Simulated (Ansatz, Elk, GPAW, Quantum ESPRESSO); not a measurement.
## One structure in several programs: CuPd3 (I4/mmm, 4 atoms in the cell)

Self-consistent single point, at a second geometry (lattice scaled by 0.98). First geometry:

```
CELL_PARAMETERS angstrom
     -1.92514     1.92514     3.95287
      1.92514    -1.92514     3.95287
      1.92514     1.92514    -3.95287
ATOMIC_POSITIONS crystal
  Cu 0.00000 0.00000 0.00000
  Pd 0.75000 0.25000 0.50000
  Pd 0.25000 0.75000 0.50000
  Pd 0.50000 0.50000 0.00000
```

Shared settings, as Ansatz (a quantum-chemistry and plane-wave program) writes them: kpoints.mp_grid.grid = 10 10 10; scf.occupations.method = fermi_dirac; scf.occupations.width = 0.01 Ry. Potentials and cutoffs stand in the table.

```
code                                                                                                          model  ΔF from the first geometry (meV/atom)  pressure (GPa)      cutoff
----------------  -------------------------------------------------------------------------------------------------  -------------------------------------  --------------  ----------
Quantum ESPRESSO                                                       PBEsol, PSlibrary PAW (PBE) pseudopotentials                                  -17.6            1.79       50 Ry
Ansatz                                                                              PBEsol, PAW files made with PBE                                  -23.5            1.04     default
GPAW                                                          PBEsol, GPAW PAW datasets PBEsol (made by gpaw-setup)                                  -19.1            1.77      800 eV
Elk               PBEsol, all-electron FP-LAPW, Elk's shipped species files, APW+lo basis with extra local orbitals                                  -29.1               –  rgkmax 7.5
```

For Quantum ESPRESSO (by 0.5 GPa) the energy change implies a higher mean pressure, against the two pressures, than for the other programs: a sign of finite-basis (Pulay) stress.

A dash marks a value that a program does not give, or that is left out as unsure.

On Ansatz's run: spin polarisation is off.

The spread over the programs that give each value: ΔF from the first geometry within 11.5 meV/atom; pressure within 0.75 GPa.

Elk treats all electrons, but the usual bases taken here (sphere radii, linearisation, local orbitals, empty states) were not tested for convergence, so the values are no reference for the others. Ansatz's pressure is given at a fixed set of plane waves, as the other plane-wave codes print theirs; with its correction for the finite basis it is 1.10 GPa.

The starting cell comes from a database of computed structures (which also holds hypothetical and non-ambient phases and stackings), without a prior relaxation at this level. Its lattice was rescaled by a random factor within 2.5 % of one. For this run, on top of that: lattice scaled by 0.98.

Keys are those of Ansatz 0.2.
